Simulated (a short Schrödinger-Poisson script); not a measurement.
System: MOS inversion layer, Si3N4 on p-type Si(100), at 300 K.

| layer | material | thickness (nm) | Na (cm⁻³) |
|---|---|---|---|
| 1 | Si3N4 | 1.8 | - |
| 2 | Si | 250 | 2.9e18 |

The device is made up for the run: typed textbook-type constants, with dimensions and the other settings drawn at random. Si3N4: permittivity 7.5, conduction-band edge (eV) 1.95, gap (eV) 5.1, electron mass (mₑ) 0.5. Si: permittivity 11.7, conduction-band edge (eV) 0, gap (eV) 1.124, Nv at 300 K (cm⁻³) 3.1e19.

Channel valleys (confinement mass, in-plane density-of-states mass, number): Δ2 0.916, 0.19, 2; Δ4 0.19, 0.417, 4. At the gate the conduction-band edge of layer 1 lies 2.25 eV − eVg above the Fermi level of the channel; the field vanishes at the back. Gaps are held at their typed values at every temperature. Mesh 0.03 nm at interfaces.

Solved with a short Schrödinger-Poisson script written for these runs: 1D Poisson equation in equilibrium, electrons quantum, Hartree (BenDaniel-Duke, 12 states a valley, the channel's in-plane mass for all, wave functions free to enter the dielectric), parabolic valleys, classical holes, full ionisation, no traps, pinning or gate leakage.

The same stack at other levels of the model or other numerical settings:

```
run                                          sheet density of all electrons at Vg = 1.25 V (cm⁻²)  sheet density of all electrons at Vg = 0.65 V (cm⁻²)  capacitance at Vg = 1.25 V (μF/cm²)  centroid of the channel electrons at Vg = 1.25 V (nm)  rough cost against the base
-------------------------------------------  ----------------------------------------------------  ----------------------------------------------------  -----------------------------------  -----------------------------------------------------  ---------------------------
base                                                                                      8.53e12                                               1.24e11                                 2.75                                                   1.01                      about 1
electrons treated as classical, Boltzmann                                                 1.32e13                                               1.33e12                                 3.44                                                      ?                         0.02
electrons treated as classical, Fermi-Dirac                                               1.17e13                                               1.21e12                                 3.05                                                      ?                          0.2
mesh six times as coarse                                                                  8.48e12                                                     ?                                 2.74                                                   1.01                          0.2
one subband a valley                                                                      8.53e12                                               1.23e11                                 2.75                                                   1.00                          0.4
```

**Question.** Some entries are withheld; supply them.

**Answer.** 
- electrons treated as classical, Boltzmann, centroid of the channel electrons at Vg = 1.25 V (nm): 0.20
- electrons treated as classical, Fermi-Dirac, centroid of the channel electrons at Vg = 1.25 V (nm): 0.36
- mesh six times as coarse, sheet density of all electrons at Vg = 0.65 V (cm⁻²): 1.20e11

The classical rows ignore confinement, and Boltzmann statistics overrate the density once the band edge passes the Fermi level.
